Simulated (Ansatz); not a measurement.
PtBi (P6_3/mmc), PBEsol, DFPT electron-phonon coupling, linearised Boltzmann equation (Ansatz, a program for electronic structure): phonon-limited resistivity 10.0 μΩ·cm at 300 K along x (a = (4.36, 0.00, 0.00) Å; b = (-2.18, 3.78, 0.00) Å; c = (0.00, 0.00, 5.48) Å), 13.4 μΩ·cm at 400 K, current-weighted mean free path 9.4 nm, Drude plasma energy 7.39 eV.

### Question
What temperature coefficient of resistance follows, and how does it compare with 1/T?

### Answer
(ρ₄₀₀ − ρ₃₀₀)/(100 K × ρ₃₀₀) = 3.40×10⁻³ K⁻¹, against 1/T = 3.33×10⁻³ K⁻¹ for a resistivity proportional to T. Impurities would add a constant and lower it.

### Question
Estimate the resistivity of a 40 nm square wire with diffuse walls from ρ ≈ ρ₀(1 + 3ℓ/4d).

### Answer
1 + 0.75 × 9.4/40 = 1.18, so ρ ≈ 11.8 μΩ·cm and a line 1 μm long has 73.5 Ω. The formula is the free-electron limit for d well above ℓ; grain boundaries add to it.

### Question
What is the classical skin depth at 10 GHz (nonmagnetic, μ₀ = 1.257×10⁻⁶ H/m)?

### Answer
δ = √(ρ/(π f μ₀)) = 1590 nm.

A metal at this level (no band gap). Only scattering by harmonic phonons is included (no impurities, grain boundaries, electron-electron scattering or thermal expansion). Spin-orbit coupling is left out, which matters with elements this heavy. The squared frequency of the phonon mode least converged on the k mesh is uncertain by about 14 %. Halving the electron mesh (24x24x16) moves the resistivity by up to 2 % at 300 K, the mean free path by up to 4 %. Smearing 0.20 eV; phonons on a 4x4x3 q mesh, which this run doesn't test.

Formula and space group known from diffraction (Crystallography Open Database), not checked to be the room-temperature form: PtBi (P6_3/mmc).
